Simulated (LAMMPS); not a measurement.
Pressure dependence of Al (fcc) at 1210 K, from the melt.

All values are model results, not measurements: classical MD, pair style eam/alloy, file AlCu.eam.alloy, run in LAMMPS.

```json
[
 {"P (GPa)": "0", "state": "liquid", "volume": "20.489 ± 0.006 Å³/atom", "coordination number": "12.4 (counted to 3.98 Å)", "self-diffusion coefficient of Al (not corrected for cell size)": "(1.39 ± 0.02) × 10^-4 cm²/s", "viscosity": "0.60 ± 0.08 mPa s"},
 {"P (GPa)": "2", "state": "liquid", "volume": "19.118 ± 0.003 Å³/atom", "coordination number": "12.7 (counted to 3.90 Å)", "self-diffusion coefficient of Al (not corrected for cell size)": "(9.4 ± 0.3) × 10^-5 cm²/s", "viscosity": "0.89 ± 0.08 mPa s"},
 {"P (GPa)": "5", "state": "liquid", "volume": "17.868 ± 0.002 Å³/atom", "coordination number": "13.1 (counted to 3.86 Å)", "self-diffusion coefficient of Al (not corrected for cell size)": "(6.56 ± 0.08) × 10^-5 cm²/s", "viscosity": "-"}
]
```

Caution (rows 2; 5): a run this short can hold a crystal over, or a liquid under, the potential's own melting point, which these runs don't give.

Estimate the isothermal bulk modulus at zero pressure. A parabola P(ln V) through the three points gives −dP/d ln V = 21 GPa at zero pressure.

States go by the mean squared displacement: a species diffuses where it passes 1.5 Å², still rises and gives D over 1e-6 cm²/s; a crystal has left its structure where atoms lie 0.35 Å off their sites on average or a cubic box changes its shape by 3 %, or the axial ratios of another lie 8 % off the starting cell's, which the potential's own relaxation can also do.

Errors of D are the spread over four groups of atoms in one short run; a floor of about 5 %, a picked value, is safer.

Uncertainties are statistical and leave out the potential's own error.
